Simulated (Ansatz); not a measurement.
**SiC (model structure, started from the h-BN type, P6₃/mmc, No. 194, 4 atoms in the cell): lattice parameter a by level of theory**

No measured value is used here.

| level (code) | value (Å) |
|---|---|
| PBE (Ansatz) | 3.165 |
| PBEsol (Ansatz) | 3.166 |
| PBE-D3(BJ) (Ansatz) | ? |

Problem. What belongs in the gaps?

Solution. 
- PBE-D3(BJ) (Ansatz, a quantum-chemistry and plane-wave program), value (Å): 3.160

Ansatz's density-functional and Hartree–Fock values are scalar-relativistic unless marked +SOC, with PAW data made under PBE.

A model structure was made by putting elements into a prototype or built by hand; it is no filed structure, need not be a known phase, and can be a saddle point held by its symmetry.
